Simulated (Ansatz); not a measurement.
System: BN (model structure, P6₂22, No. 180, 6 atoms in the cell). Method: HSE06 (plane waves, PAW; Ansatz, a program for electronic structure).

Settings: plane-wave cutoff 460 eV, 9×9×4 k mesh (along the axes of the cell as run), Fermi–Dirac smearing 0.01 eV, scalar-relativistic PAW data made under PBE.

The cell is the one relaxed with PBE-D3(BJ). Conventional cell: a = 2.5952 Å, b = 2.5952 Å, c = 5.7994 Å, α = 90.00°, β = 90.00°, γ = 120.00°.

```
CELL_PARAMETERS angstrom
      2.59520     0.00000     0.00000
     -1.29760     2.24751     0.00000
      0.00000     0.00000     5.79941
ATOMIC_POSITIONS crystal
  B  0.50000 0.00000 0.66667
  B  0.00000 0.50000 0.33333
  B  0.50000 0.50000 0.00000
  N  0.50000 0.00000 0.16667
  N  0.00000 0.50000 0.83333
  N  0.50000 0.50000 0.50000
```

Q: List the 16 lowest band energies at Γ above −25 eV (eV, relative to the valence band maximum), grouping those that round alike.

A: At Γ: -23.28, -19.85 (×2), -8.06 (×2), -5.14, -2.17 (×2), -1.14 (×2), -0.81, 0.00, 8.30 (×2), 9.60 (×2).

Note: the run warned that its exchange threshold was loose for the stress; the relaxation could raise the start's symmetry but not lower it, so the cell can be a saddle point; cell and atoms aren't relaxed at this level (pressure -4.0 GPa).

A model structure was made by putting elements into a prototype or built by hand; it is no filed structure, need not be a known phase, and can be a saddle point held by its symmetry.
